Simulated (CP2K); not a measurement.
# A self-consistent single point of Hg (I-42d, 4 atoms in the cell) with CP2K

Method of the run: LDA (Pade form), GPW, DZVP-MOLOPT-SR-GTH basis, GTH-PADE potentials (GTH_POTENTIALS) run with CP2K.

The input file:

```
&GLOBAL
  PROJECT run
  RUN_TYPE ENERGY_FORCE
  PRINT_LEVEL MEDIUM
&END GLOBAL
&FORCE_EVAL
  METHOD Quickstep
  STRESS_TENSOR ANALYTICAL
  &DFT
    BASIS_SET_FILE_NAME BASIS_MOLOPT
    POTENTIAL_FILE_NAME GTH_POTENTIALS
    &QS
      METHOD GPW
      EPS_DEFAULT 1E-10
    &END QS
    &MGRID
      CUTOFF 500
      REL_CUTOFF 50
      NGRIDS 5
    &END MGRID
    &SCF
      SCF_GUESS ATOMIC
      EPS_SCF 1E-7
      MAX_SCF 100
      ADDED_MOS 9
      &DIAGONALIZATION
        ALGORITHM STANDARD
      &END DIAGONALIZATION
      &MIXING
        METHOD BROYDEN_MIXING
        ALPHA 0.3
        NBUFFER 12
        BETA 1
      &END MIXING
      &SMEAR ON
        METHOD MARZARI_VANDERBILT
        SIGMA [eV] 0.05
      &END SMEAR
    &END SCF
    &KPOINTS
      SCHEME MONKHORST-PACK 6 6 6
      GAMMA_CENTERED T
    &END KPOINTS
    &XC
      &XC_FUNCTIONAL PADE
      &END XC_FUNCTIONAL
    &END XC
    &PRINT
      &MO
        EIGENVALUES T
        OCCUPATION_NUMBERS T
        NDIGITS 8
        FILENAME mo
        &EACH
          QS_SCF 0
        &END EACH
        ADD_LAST NUMERIC
      &END MO
      &MULLIKEN ON
      &END MULLIKEN
    &END PRINT
  &END DFT
  &SUBSYS
    &CELL
      A 5.65826100 0.00000000 0.00000000
      B -1.70404800 5.39556600 0.00000000
      C -1.97710700 -2.69778300 4.56387200
      PERIODIC XYZ
    &END CELL
    &COORD
      SCALED
      Hg       0.87500000     0.32927000     0.95427000
      Hg       0.67073000     0.62500000     0.54573000
      Hg       0.37500000     0.92073000     0.04573000
      Hg       0.07927000     0.12500000     0.45427000
    &END COORD
    &KIND Hg
      BASIS_SET DZVP-MOLOPT-SR-GTH
      POTENTIAL GTH-PADE-q12
    &END KIND
  &END SUBSYS
  &PRINT
    &FORCES ON
    &END FORCES
    &STRESS_TENSOR ON
    &END STRESS_TENSOR
  &END PRINT
&END FORCE_EVAL
```

The program printed (abridged):

```
 GLOBAL| Method name                                                        CP2K
 GLOBAL| Project name                                                        run
 GLOBAL| Run type                                                   ENERGY_FORCE

 CELL| Volume [angstrom^3]:                                           139.332825
 CELL| Vector a [angstrom]:       5.658     0.000     0.000   |a| =     5.658261
 CELL| Vector b [angstrom]:      -1.704     5.396     0.000   |b| =     5.658261
 CELL| Vector c [angstrom]:      -1.977    -2.698     4.564   |c| =     5.658261
 CELL| Angle (b,c), alpha [degree]:                                   110.451807
 CELL| Angle (a,c), beta  [degree]:                                   110.451818
 CELL| Angle (a,b), gamma [degree]:                                   107.527355
 CELL| Numerically orthorhombic:                                              NO
 CELL| Periodicity                                                           XYZ

 DFT| Spin restricted Kohn-Sham (RKS) calculation                            RKS
 DFT| Multiplicity                                                             1
 DFT| Number of spin states                                                    1
 DFT| Charge                                                                   0
 DFT| XC density smoothing                                                  NONE
 DFT| XC derivatives                                                          PW

 QS| Method:                                                                 GPW
 QS| Density plane wave grid type                        NON-SPHERICAL FULLSPACE
 QS| Number of grid levels:                                                    5
 QS| Density cutoff [a.u.]:                                                250.0
 QS| Multi grid cutoff [a.u.]: 1) grid level                               250.0
   [... lines left out ...]
 BRILLOUIN| Wavefunction type                                            COMPLEX
 BRILLOUIN| List of Kpoints [2 Pi/Bohr]                                      112
 BRILLOUIN| Number           Weight            X              Y              Z
 BRILLOUIN|     1           0.00926       -0.33333       -0.33333       -0.33333
 BRILLOUIN|     2           0.00926       -0.33333       -0.33333       -0.16667
 BRILLOUIN|     3           0.00926       -0.33333       -0.33333        0.00000
   [... 109 lines left out ...]
 *******************************************************************************

 Extrapolation method: initial_guess

 Re-scaling the density matrix to get the right number of electrons
                  # Electrons              Trace(P)               Scaling factor
                           48                48.000                        1.000

 Number of electrons:                                                         48
 Number of occupied orbitals:                                                 24
 Number of molecular orbitals:                                                33

 Number of orbital functions:                                                100
 Number of independent orbital functions:                                    100
 SCF WAVEFUNCTION OPTIMIZATION

  Step     Update method      Time    Convergence         Total energy    Change
     1 NoMix/Diag. 0.30E+00      -     0.27571851      -164.7958270245 -1.65E+02
     2 Broy./Diag. 0.30E+00      -     0.03357228      -166.3899844804 -1.59E+00
     3 Broy./Diag. 0.30E+00      -     0.05696425      -165.3298088261  1.06E+00
     4 Broy./Diag. 0.30E+00      -     0.00286330      -164.6421509423  6.88E-01
     5 Broy./Diag. 0.30E+00      -     0.00232392      -164.6375083743  4.64E-03
     6 Broy./Diag. 0.30E+00      -     0.00027868      -164.6610638242 -2.36E-02
     7 Broy./Diag. 0.30E+00      -     0.00022764      -164.6618070786 -7.43E-04
   [... 3 lines left out ...]
    11 Broy./Diag. 0.30E+00      -     0.00000103      -164.6582543409 -4.11E-05
    12 Broy./Diag. 0.30E+00      -     0.00000118      -164.6582353748  1.90E-05
    13 Broy./Diag. 0.30E+00      -     0.00000010      -164.6582337771  1.60E-06
    14 Broy./Diag. 0.30E+00      -     0.00000012      -164.6582340972 -3.20E-07
    15 Broy./Diag. 0.30E+00      -     0.00000002      -164.6582341297 -3.25E-08
  *** SCF run converged in    15 steps ***

  Electronic density on regular grids:        -47.9999999980        0.0000000020
  Core density on regular grids:               47.9999999935       -0.0000000065
  Total charge density on r-space grids:       -0.0000000046
  Total charge density g-space grids:          -0.0000000046

  Overlap energy of the core charge distribution:               0.00000000000051
  Self energy of the core charge distribution:               -285.06421063465586
  Core Hamiltonian energy:                                     86.54931492243176
  Hartree energy:                                              57.09230283998895
  Exchange-correlation energy:                                -23.23563749922247
  Smearing free energy correction:                             -0.00000375824789
  Fermi energy:                                                 0.10680718078935

  Total energy:                                              -164.65823412969834

                     Mulliken Population Analysis

 #  Atom  Element  Kind  Atomic population                           Net charge
       1     Hg       1         12.000001                             -0.000001
       2     Hg       1         12.000000                              0.000000
       3     Hg       1         11.999999                              0.000001
       4     Hg       1         12.000000                             -0.000000
 # Total charge                             48.000000                  0.000000

 ENERGY| Total FORCE_EVAL ( QS ) energy [hartree]           -164.658234220674586

 FORCES| Atomic forces [hartree/bohr]
 FORCES|   Atom     x               y               z               |f|
 FORCES|      1  1.08452211E-03 -7.94807990E-04 -1.34459095E-03   1.90153432E-03
 FORCES|      2  1.08452094E-03 -7.94790716E-04  1.34457337E-03   1.90151400E-03
 FORCES|      3 -1.08451766E-03  7.94805153E-04  1.34458731E-03   1.90152802E-03
 FORCES|      4 -1.08452755E-03  7.94795867E-04 -1.34457853E-03   1.90152357E-03
 FORCES| Sum    -2.15311070E-09  2.31305916E-09 -8.80785036E-09
 FORCES| Total atomic force                                       9.35758282E-09

 STRESS| Analytical stress tensor [bar]
 STRESS|                        x                   y                   z
 STRESS|      x       -3.68983311723E+04  -2.29803208762E+03  -9.73289477492E-02
 STRESS|      y       -2.29803208762E+03  -3.83498584201E+04  -1.33229122208E-01
 STRESS|      z       -9.73289477492E-02  -1.33229122208E-01  -3.52143884393E+04
 STRESS| 1/3 Trace                                            -3.68208593439E+04
```

The run converged in 15 iterations.

The starting cell comes from a database of computed structures (which also holds hypothetical and non-ambient phases and stackings), without a prior relaxation at this level. Values carry the incompleteness of an atom-centred basis. With a pressure of about -4 GPa the cell is away from its equilibrium volume at this level.

Cost on one core of a shared machine: roughly 2 min.
